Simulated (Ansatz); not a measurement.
**Hypothetical rock salt BN: carrier doping**

The reference is BN in the rock salt structure (space group Fm-3m, No. 225; a = 3.4827 Å; a hypothetical phase, not in the database extracts checked).

Carriers are added at fixed cell with a uniform background; the Fermi–Dirac width is that of 300 K.

Calculations: PBEsol in Ansatz (plane waves to 420 eV, PAW, no SOC).

Candidates:
(a) holes 2.0×10^22 cm⁻³
(b) electrons 1.0×10^21 cm⁻³
(c) holes 7.0×10^21 cm⁻³

For the base:

| Item | Value |
|---|---|
| Gap between the host's bands | 1.29 eV |

### Question
Order them by gap between the host's bands, lowest first.

### Answer
(b) electrons 1.0×10^21 cm⁻³ (1.29 eV), (c) holes 7.0×10^21 cm⁻³ (1.39 eV), (a) holes 2.0×10^22 cm⁻³ (1.58 eV)

Carriers are added with a uniform compensating background; total energy and stress of such cells depend on the potential's zero and are not compared; many-body gap narrowing is missing at this level. Stability against distortions was not tested.

Ansatz is a first-principles code.
